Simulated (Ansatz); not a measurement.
Start from an 8-atom supercell of PbSe in the rock salt structure (space group Fm-3m, No. 225; a = 6.218 Å) at its relaxed geometry.

Method: plane-wave PAW DFT at the PBE level (Ansatz, an electronic-structure program, 420 eV), no spin-orbit coupling.

Base values:

```
Item        Value
--------  -------
Pressure  0.1 GPa
```

One thing is altered: one Pb atom is replaced by Sn, atoms relaxed at fixed cell, starting from a slightly rattled geometry.

Tabulated Pauling electronegativity and covalent radius: Pb 2.33, 1.46 Å; Sn 1.96, 1.39 Å.

Question: Estimate the effect on the pressure.

Answer: The pressure falls by 0.3 GPa (0.1 GPa → -0.2 GPa).

Question: What does the calculation give for the largest displacement of a host atom from its site in the perfect cell after the change?

Answer: The largest displacement of a host atom from its site in the perfect cell is 0.13 Å.

Question: Predict the new shift of the substituted atom off its lattice site.

Answer: The shift of the substituted atom off its lattice site is 0.20 Å.

The magnetic state is the one reached from the starting moments; the real material's order can differ, and small cells can't hold many antiferromagnetic ones. In so small a cell the defect repeats every few ångströms: this is an ordered compound, not a dilute defect. Starting moments died away, wholly or in part, for Sn on a Pb site; another magnetic solution may exist. The defect cell is spin-polarised and ends with 0.0 μB.
